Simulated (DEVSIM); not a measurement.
System: Pt/SiO2/p-Ge capacitor, at 300 K.

```
layer (left to right)  material  thickness (nm)  Na (cm⁻³)
---------------------  --------  --------------  ---------
1                          SiO2            14.0          -
2                            Ge            4400     1.8e16
```

Metal gate on the left, work function 5.6 eV. Fixed charge at the semiconductor interface 0 cm⁻² (in units of +e); no interface traps.

The device is made up for the run: typed textbook-type constants, with dimensions and the other settings drawn at random. Values at 300 K; Nc and Nv go as T^1.5, mobilities as T to minus their exponent, the gap by Varshni's rule with the affinity fixed.

```
parameter         SiO2        Ge
----------------  ----  --------
gap (eV)             9     0.664
affinity (eV)      0.9         4
permittivity       3.9        16
Nc (cm⁻³)            -   1.04e19
Nv (cm⁻³)            -      6e18
Varshni α (eV/K)     -  0.000477
Varshni β (K)        -       235
```

DEVSIM, 1D Poisson equation in equilibrium, Boltzmann statistics, complete ionisation; no quantum confinement or tunnelling. Metal contacts follow the ideal Schottky-Mott rule: no Fermi-level pinning, no interface dipoles.

The temperature was swept, all else fixed.

| temperature (K) | minimum of the low-frequency capacitance (μF/cm²) | threshold voltage (band bending 2φF) (V) | flat-band voltage (V) |
|---|---|---|---|
| 250 | 0.0606 | 1.71 | 1.04 |
| 300 | 0.0703 | 1.65 | 1.09 |
| 350 | 0.0818 | 1.59 | 1.14 |
| 400 | 0.103 | 1.52 | 1.19 |
| 450 | 0.131 | 1.44 | 1.24 |
| 500 | 0.162 | 1.39 | 1.28 |

From the first row to the last the minimum of the low-frequency capacitance goes from 0.0606 to 0.162. From the first row to the last the threshold voltage (band bending 2φF) goes from 1.71 to 1.39.
